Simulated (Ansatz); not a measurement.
Electronic density of states of amorphous Si₂₃O₄₈AlH, density 2.21 g/cm³, on a 2×2×2 Γ-centred mesh with a Gaussian width of 0.1 eV; energies count from the Fermi level, whose place inside the gap is arbitrary. Cell and mesh are small, so fine structure isn't converged. Level of theory: PBE, scalar-relativistic without spin-orbit coupling (plane waves to 420 eV, PAW; Ansatz, an electronic-structure program). Sampling: a 2×2×2 Γ-centred mesh; Fermi-Dirac width 0.02 eV; no spin polarisation. At PBE the levels at the filled edge of the gap are localised (band-tail or defect states), and the nearest spread-out levels lie 5.3 eV apart at the zone centre.

A CHGNet melt-quench gave the starting glass, which DFT then relaxed. O atoms were pushed apart under 1.9 Å during the dynamics, to hinder bonds among them. The hot cell started wider than the set density and was brought back towards it in steps. It is the lowest in DFT energy of 2 quenches. It is a model cell: composition and starting density were chosen by hand, and all elements were melted together. No dispersion term was used. Its density started from a set value of 2.21 and ended at 2.21 g/cm³. The simulated quench (nominally 530 K/ps over its main leg) is rapid and tends to freeze in more defects than a deposited or slowly cooled glass has. One small periodic cell is one sample of the glass; other quenches scatter about these values. The volume was held where the preparation left it, at a PBE pressure of 0.7 GPa. Stress components on the final sampling reach 2.6 GPa.

(E - EF (eV), states/(eV atom)): (-12.00, 0.02); (-11.90, 0.10); (-11.80, 0.12); (-11.70, 0.11); (-11.60, 0.16); (-11.50, 0.17); (-11.40, 0.15); (-11.30, 0.16); (-11.20, 0.19); (-11.10, 0.18); (-11.00, 0.12); (-10.90, 0.13); (-10.80, 0.18); (-10.70, 0.18); (-10.60, 0.14); (-10.50, 0.14); (-10.40, 0.20); (-10.30, 0.24); (-10.20, 0.27); (-10.10, 0.24); (-10.00, 0.23); (-9.90, 0.21); (-9.80, 0.17); (-9.70, 0.13); (-9.60, 0.15); (-9.50, 0.23); (-9.40, 0.25); (-9.30, 0.20); (-9.20, 0.18); (-9.10, 0.17); (-9.00, 0.18); (-8.90, 0.20); (-8.80, 0.23); (-8.70, 0.28); (-8.60, 0.30); (-8.50, 0.34); (-8.40, 0.43); (-8.30, 0.50); (-8.20, 0.51); (-8.10, 0.44); (-8.00, 0.39); (-7.90, 0.44); (-7.80, 0.44); (-7.70, 0.50); (-7.60, 0.54); (-7.50, 0.38); (-7.40, 0.34); (-7.30, 0.37); (-7.20, 0.26); (-7.10, 0.14); (-7.00, 0.20); (-6.90, 0.26); (-6.80, 0.22); (-6.70, 0.38); (-6.60, 0.38); (-6.50, 0.30); (-6.40, 0.29); (-6.30, 0.37); (-6.20, 0.40); (-6.10, 0.41); (-6.00, 0.40); (-5.90, 0.44); (-5.80, 0.49); (-5.70, 0.56); (-5.60, 0.65); (-5.50, 0.66); (-5.40, 0.63); (-5.30, 0.62); (-5.20, 0.65); (-5.10, 0.69); (-5.00, 0.68); (-4.90, 0.71); (-4.80, 0.71); (-4.70, 0.76); (-4.60, 0.88); (-4.50, 0.91); (-4.40, 0.86); (-4.30, 0.84); (-4.20, 0.83); (-4.10, 0.84); (-4.00, 0.86); (-3.90, 0.80); (-3.80, 0.73); (-3.70, 0.80); (-3.60, 0.79); (-3.50, 0.75); (-3.40, 0.71); (-3.30, 0.70); (-3.20, 0.69); (-3.10, 0.68); (-3.00, 0.62); (-2.90, 0.47); (-2.80, 0.40); (-2.70, 0.34); (-2.60, 0.26); (-2.50, 0.28); (-2.40, 0.17); (-2.30, 0.03); (-2.20, 0.00); (-2.10, 0.00); (-2.00, 0.00); (-1.90, 0.00); (-1.80, 0.00); (-1.70, 0.00); (-1.60, 0.00); (-1.50, 0.00); (-1.40, 0.00); (-1.30, 0.00); (-1.20, 0.00); (-1.10, 0.00); (-1.00, 0.00); (-0.90, 0.00); (-0.80, 0.00); (-0.70, 0.00); (-0.60, 0.00); (-0.50, 0.00); (-0.40, 0.00); (-0.30, 0.00); (-0.20, 0.00); (-0.10, 0.00); (0.00, 0.00); (0.10, 0.00); (0.20, 0.00); (0.30, 0.00); (0.40, 0.00); (0.50, 0.00); (0.60, 0.00); (0.70, 0.00); (0.80, 0.00); (0.90, 0.00); (1.00, 0.00); (1.10, 0.00); (1.20, 0.00); (1.30, 0.00); (1.40, 0.00); (1.50, 0.00); (1.60, 0.00); (1.70, 0.00); (1.80, 0.00); (1.90, 0.00); (2.00, 0.00); (2.10, 0.00); (2.20, 0.00); (2.30, 0.01); (2.40, 0.02); (2.50, 0.01); (2.60, 0.00); (2.70, 0.02); (2.80, 0.04); (2.90, 0.03); (3.00, 0.03); (3.10, 0.09); (3.20, 0.08); (3.30, 0.03); (3.40, 0.06); (3.50, 0.08); (3.60, 0.07); (3.70, 0.09); (3.80, 0.10); (3.90, 0.09); (4.00, 0.07); (4.10, 0.08); (4.20, 0.11); (4.30, 0.15); (4.40, 0.19); (4.50, 0.18); (4.60, 0.13); (4.70, 0.11); (4.80, 0.20); (4.90, 0.24); (5.00, 0.23); (5.10, 0.26); (5.20, 0.25); (5.30, 0.27); (5.40, 0.26); (5.50, 0.27); (5.60, 0.33); (5.70, 0.39); (5.80, 0.43); (5.90, 0.47); (6.00, 0.51); (6.10, 0.50); (6.20, 0.54)

The level gap on this mesh is 4.82 eV; the broadening fills part of it in the curve.
